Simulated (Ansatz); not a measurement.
Ag interstitial in beta Si3N4: one set of geometries, relaxed with PBE, evaluated in Ansatz (PAW, plane waves to 420 eV, 500 eV under r2SCAN) with PBE, r2SCAN.

Cell and caveats: 84-site cell; 2×2×2 shifted k-points; start: void with 6N6Si nearest; charged states image-corrected; finite-size errors of tenths of an eV; relaxed from one start, so a lower configuration may exist; flagged in the runs: a host whose relaxation on this sampling wasn't shown to rest.

```
quantity                                       PBE  r2SCAN
--------------------------------------------  ----  ------
host gap (eV)                                 4.25    4.90
ε(+1/0) above the VBM (eV)                    3.27    3.75
neutral formation energy against fcc Ag (eV)  4.49    4.54
largest moment on one atom at charge 0 (μB)   0.17    0.16
```

PBE narrows the gap by 0.65 eV against r2SCAN, the highest level run, and puts the levels 0.48 eV lower above the valence-band maximum on average.

Ansatz is an electronic-structure program.
